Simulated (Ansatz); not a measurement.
AlN: carrier doping

The reference is AlN in the wurtzite structure (space group P6_3mc, No. 186).

```yaml
crystal:
  lattice:
    - [3.11383, 0.00000, 0.00000]
    - [-1.55692, 2.69666, 0.00000]
    - [0.00000, 0.00000, 4.98355]
  atoms:
    - { symbol: Al, position: [0.66667, 0.33333, 0.00359] }
    - { symbol: Al, position: [0.33333, 0.66667, 0.50359] }
    - { symbol: N, position: [0.66667, 0.33333, 0.62161] }
    - { symbol: N, position: [0.33333, 0.66667, 0.12161] }
```

Carriers are added at fixed cell with a uniform background; the Fermi–Dirac width is that of 300 K.

Calculations: Ansatz (a quantum-chemistry and plane-wave program) PBEsol, spin-orbit coupling left out.

Notes on the quantities. Fermi level from band edge: Fermi level relative to the doped band's edge (positive inside the band; to 0.05 eV).

| change | gap between the host's bands | Fermi level from band edge |
|---|---|---|
| undoped | 4.09 eV | – |
| electrons 1.5×10^21 cm⁻³ | 4.08 eV | ___ |
| electrons 7.0×10^21 cm⁻³ | 4.05 eV | +1.20 eV |
| electrons 1.0×10^22 cm⁻³ | 4.05 eV | +1.30 eV |
| electrons 2.0×10^22 cm⁻³ | 4.03 eV | +1.55 eV |
| holes 1.5×10^21 cm⁻³ | 4.12 eV | ___ |
| holes 7.0×10^21 cm⁻³ | 4.25 eV | +0.40 eV |
| holes 1.0×10^22 cm⁻³ | 4.32 eV | ___ |
| holes 2.0×10^22 cm⁻³ | 4.56 eV | +0.60 eV |

Question: Some entries are withheld; estimate them.

Answer: 
- electrons 1.5×10^21 cm⁻³, Fermi level from band edge: +0.85 eV
- holes 1.5×10^21 cm⁻³, Fermi level from band edge: +0.20 eV
- holes 1.0×10^22 cm⁻³, Fermi level from band edge: +0.45 eV

Charged cell with a jellium background: band edges are those of the host's band count, energies are not comparable with the neutral cell, and many-body gap narrowing is missing. Stability against distortions was not tested.
